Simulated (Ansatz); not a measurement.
# HfSi2, pressure series

Take HfSi2 (space group Cmcm, No. 63) as the base.

```cif
data_Hf4Si8
_chemical_formula_sum 'Si8 Hf4'
_space_group_name_H-M_alt 'Cmcm'
_space_group_IT_number 63
_space_group_name_Hall '-C 2c 2'
_cell_length_a 3.65018
_cell_length_b 14.35106
_cell_length_c 3.63517
_cell_angle_alpha 90.000
_cell_angle_beta 90.000
_cell_angle_gamma 90.000
loop_
_space_group_symop_operation_xyz
  'x, y, z'
  '-x, -y, -z'
  '-x, -y, z+1/2'
  'x, y, -z+1/2'
  'x, -y, -z'
  '-x, y, z'
  '-x, y, -z+1/2'
  'x, -y, z+1/2'
  'x+1/2, y+1/2, z'
  '-x+1/2, -y+1/2, -z'
  '-x+1/2, -y+1/2, z+1/2'
  'x+1/2, y+1/2, -z+1/2'
  'x+1/2, -y+1/2, -z'
  '-x+1/2, y+1/2, z'
  '-x+1/2, y+1/2, -z+1/2'
  'x+1/2, -y+1/2, z+1/2'
loop_
_atom_site_label
_atom_site_type_symbol
_atom_site_symmetry_multiplicity
_atom_site_Wyckoff_symbol
_atom_site_fract_x
_atom_site_fract_y
_atom_site_fract_z
_atom_site_occupancy
Si1 Si 4 c 0.00000 0.05523 0.25000 1
Si2 Si 4 c 0.00000 0.24986 0.75000 1
Hf1 Hf 4 c 0.00000 0.39525 0.25000 1
```
(The calculation used a cell of 6 atoms; values per cell refer to that cell.)

Cell and atoms are relaxed at each pressure.

Method: DFT with PBEsol, PAW potentials and a 420 eV plane-wave cutoff in Ansatz (a first-principles code), spin-orbit coupling left out, earlier PAW set.

| P (GPa) | V (Å³/atom) |
|---|---|
| -2.01 | 16.112 |
| -1.01 | 15.988 |
| 3.00 | 15.536 |
| 7.00 | 15.140 |
| 15.00 | 14.473 |
| 30.00 | 13.508 |
| 49.99 | 12.569 |
| 75.00 | 11.709 |
| 100.00 | 11.055 |

Q: Fit a third-order Birch–Murnaghan equation of state.

A: Least squares on P(V) = (3B₀/2)[(V₀/V)^(7/3) − (V₀/V)^(5/3)]·[1 + (3/4)(B₀′ − 4)((V₀/V)^(2/3) − 1)] gives V₀ = 15.87 Å³/atom, B₀ = 135 GPa and B₀′ = 3.9.

Load acts through the strain it causes; cell and atoms are relaxed under it. Whether these cells are dynamically stable was not tested. No other phases were tried under pressure. All final runs are without spin polarisation.
